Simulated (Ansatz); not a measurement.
Consider Fe in the bcc (W type) structure (space group Im-3m, No. 229; ferromagnetic).

```xyz
1
Lattice="-1.4159 1.4159 1.4159 1.4159 -1.4159 1.4159 1.4159 1.4159 -1.4159" Properties=species:S:1:pos:R:3 pbc="T T T"
Fe     0.0000     0.0000     0.0000
```

Calculations: plane-wave PAW DFT at the PBE level (Ansatz, a quantum-chemistry and plane-wave program, 420 eV), scalar-relativistic without spin-orbit coupling.

One change was made to it. Results:

```tsv
quantity	base	after
lattice parameter a	2.832 Å	2.828 Å
largest site moment	2.22 μB	2.21 μB
```

Problem. What was done to the base?
A) pressure 4.5 GPa
B) pressure −2 GPa
C) pressure 15 GPa
D) pressure 0.9 GPa

Solution. D, pressure 0.9 GPa. For comparison, the lattice parameter a in the other runs: pressure 4.5 GPa gives 2.811 Å; pressure −2 GPa gives 2.841 Å; pressure 15 GPa gives 2.769 Å.

The magnetic state is the one reached from the starting moments; the real material's order can differ, and small cells can't hold many antiferromagnetic ones. Load acts through the strain it causes; cell and atoms are relaxed under it. No phonon test of stability was made. Measured, Fe leaves this structure (for hcp) near 13 GPa (room temperature; as listed in N. A. Zarkevich, D. D. Johnson, Physical Review B (2015)), on rising pressure, with hysteresis.
